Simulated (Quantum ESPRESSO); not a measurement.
Input and output of a self-consistent single point for FeAs2 (P1, 6 atoms in the cell) (Quantum ESPRESSO).

Computed with LDA (PZ), spin-orbit coupling, PSlibrary fully relativistic ultrasoft (LDA) pseudopotentials (plane waves; Quantum ESPRESSO).

```yaml
crystal:
  lattice:
    - [5.24610, 0.00000, 0.00000]
    - [0.00000, 5.96022, 0.00000]
    - [0.00000, 0.00000, 2.87388]
  atoms:
    - { symbol: Fe, position: [0.00479, 0.99521, 0.00285] }
    - { symbol: Fe, position: [0.48401, 0.49974, 0.49724] }
    - { symbol: As, position: [0.18626, 0.36282, 0.98356] }
    - { symbol: As, position: [0.82684, 0.63988, 0.00411] }
    - { symbol: As, position: [0.67441, 0.14630, 0.49333] }
    - { symbol: As, position: [0.32370, 0.85606, 0.51892] }
```

Reference input (self-consistent single point, DFT, LDA (PZ), plane waves, PSlibrary ultrasoft (LDA) pseudopotentials): ecutwfc = 55 Ry; ecutrho = 330 Ry; occupations = smearing; smearing = fermi-dirac; degauss = 0.000734986 Ry; potentials = {Fe: Fe.pz-n-rrkjus_psl.1.0.0.UPF, As: As.pz-n-rrkjus_psl.1.0.0.UPF}; K_POINTS = automatic 3 3 5 0 0 0; conv_thr = 1e-10 Ry. This run's input differs from it in these lines:

```diff
@@ -17,2 +17,4 @@
   degauss = 0.000734986,
+  noncolin = .true.,
+  lspinorb = .true.,
 /
@@ -22,4 +24,4 @@
 ATOMIC_SPECIES
-Fe    55.8450  Fe.pz-n-rrkjus_psl.1.0.0.UPF
-As    74.9216  As.pz-n-rrkjus_psl.1.0.0.UPF
+Fe    55.8450  Fe.rel-pz-n-rrkjus_psl.1.0.0.UPF
+As    74.9216  As.rel-pz-n-rrkjus_psl.1.0.0.UPF
 CELL_PARAMETERS angstrom
```

The program printed (abridged):

```
     Self-consistent Calculation

     iteration #  1     ecut=    55.00 Ry     beta= 0.70

     total energy              =    -203.72773139 Ry
     estimated scf accuracy    <       0.52112621 Ry

     iteration #  2     ecut=    55.00 Ry     beta= 0.70

     total energy              =    -202.80140763 Ry
     estimated scf accuracy    <      14.00393185 Ry

     iteration #  3     ecut=    55.00 Ry     beta= 0.70

     total energy              =    -204.04046786 Ry
     estimated scf accuracy    <       0.03015881 Ry

   [... 12 blocks of this kind left out ...]

     iteration # 16     ecut=    55.00 Ry     beta= 0.70

     total energy              =    -204.05437065 Ry
     estimated scf accuracy    <          1.6E-09 Ry

     iteration # 17     ecut=    55.00 Ry     beta= 0.70
     End of self-consistent calculation

     the Fermi energy is    10.3845 ev

!    total energy              =    -204.05437065 Ry
     estimated scf accuracy    <          9.2E-11 Ry
     smearing contrib. (-TS)   =      -0.00000000 Ry
     internal energy E=F+TS    =    -204.05437065 Ry

     convergence has been achieved in  17 iterations

     Forces acting on atoms (cartesian axes, Ry/au):

     atom    1 type  1   force =    -0.01947244    0.02572149   -0.00066208
     atom    2 type  1   force =     0.06786890    0.01268869   -0.00282239
     atom    3 type  2   force =    -0.03642433   -0.02536017    0.01248586
     atom    4 type  2   force =    -0.02031335   -0.00570995   -0.00191332
     atom    5 type  2   force =     0.02009920   -0.02860428    0.00347680
     atom    6 type  2   force =    -0.01175798    0.02126421   -0.01056487

     Total force =     0.101623     Total SCF correction =     0.000011

          total   stress  (Ry/bohr**3)                   (kbar)     P=      -48.55
  -0.00031355   0.00000547  -0.00004798          -46.13        0.80       -7.06
   0.00000547  -0.00038630  -0.00000272            0.80      -56.83       -0.40
  -0.00004798  -0.00000272  -0.00029017           -7.06       -0.40      -42.69

   JOB DONE.
```

The run converged in 17 iterations. Against the reference run the pressure hardly changes (-4.95 to -4.85 GPa), the largest force moves little (1.776 to 1.777 eV/Å) and the gap on the mesh moves little (0.375 to 0.369 eV).

The starting cell comes from a database of computed structures (which also holds hypothetical and non-ambient phases and stackings), without a prior relaxation at this level. Its atoms were displaced at random from the sites of space group no. 58. With a pressure of about -5 GPa the cell is away from its equilibrium volume at this level. Forces in this geometry exceed 1 eV/Å.

Cost on one core of a shared machine: roughly 4 min.
